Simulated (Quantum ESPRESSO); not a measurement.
## σyz against shear in fcc Ca (space group 225): C44 (Quantum ESPRESSO, LDA)

```
Ca
1.0
    0.00000     2.67402     2.67402
    2.66869     0.00534     2.66869
    2.66869     2.66869     0.00534
Ca
1
Direct
  0.00000   0.00000   0.00000
```

Level of theory: LDA (PZ), GBRV 1.5 ultrasoft (LDA) pseudopotentials (plane waves; Quantum ESPRESSO). Settings: ecutwfc = 52 Ry; ecutrho = 260 Ry; occupations = smearing; smearing = fermi-dirac; degauss = 0.0036749 Ry; potentials = {Ca: ca_lda_v1.uspp.F.UPF}; K_POINTS = automatic 28 28 28 0 0 0; conv_thr = 1e-10 Ry; mixing_beta = 0.7. The cell above is the first row's. The rows shear the cubic cell: the yz and zy parts of the deformation are each γ/2. At γ = 0 the shear stress vanishes by symmetry. Stress is positive in tension. In all rows the k mesh is held.

| γ (%) | σyz (GPa) |
|---|---|
| 0.4 | 0.053 |
| 0.8 | 0.105 |
| 1.2 | 0.159 |
| 1.6 | 0.213 |
| 2.0 | 0.268 |
| 2.4 | 0.324 |
| 2.8 | ? |

The 6 complete rows are fitted with a straight line, σyz against γ. With u = γ - 1.4, the rows have u = -1.0000, -0.6000, -0.2000, 0.2000, 0.6000, 1.0000. Means: u 0, σyz 0.1870. About the means, the sum of products is 0.37960 and the sum of squares of u is 2.8000; the slope is their ratio. Least squares gives σyz = 0.1870 + 0.13557·u. Residuals (row less fit): 0.0016, -0.0007, -0.0009, -0.0011, -0.0003, 0.0014; standard error 0.0013 (degrees of freedom: 4). The slope of the line, 0.13557 GPa per cent, gives C44 ≈ 100 × 0.13557 = 14 GPa, for the static lattice.

Problem. What does the fit predict for σyz at γ = 2.8, and how far is the calculated value from it?

Solution. u = 1.4000, so σyz = 0.1870 + 0.13557 × 1.4000 = 0.3768 GPa. The calculation gives 0.382 GPa, 0.0052 GPa above the prediction (1.6 % of the range of σyz in the table). The row lies outside the fitted rows, so this is an extrapolation. From the scatter of the fitted rows alone, a prediction at this place has a standard error of 0.0018 GPa, so the miss is 2.9 times that.

Carrying the step between the two nearest rows on in a straight line would have given 0.380, off by 0.002; series whose last step already gives the withheld value aren't shown. The reference cell has the volume at which an earlier scan in this program and functional put its minimum by a fit. The unstrained cell stands at a pressure of -0.03 GPa, and the constants belong to that pressure. Without a gap such slopes are sensitive to mesh and smearing. Cutoffs and mesh are single choices, not tested for convergence of this quantity. Series with a scatter that would blur these digits, or in which a gap closes, are not shown. Strain series were run only where this level's volume lies within 10 % of a first guess from the measured size.
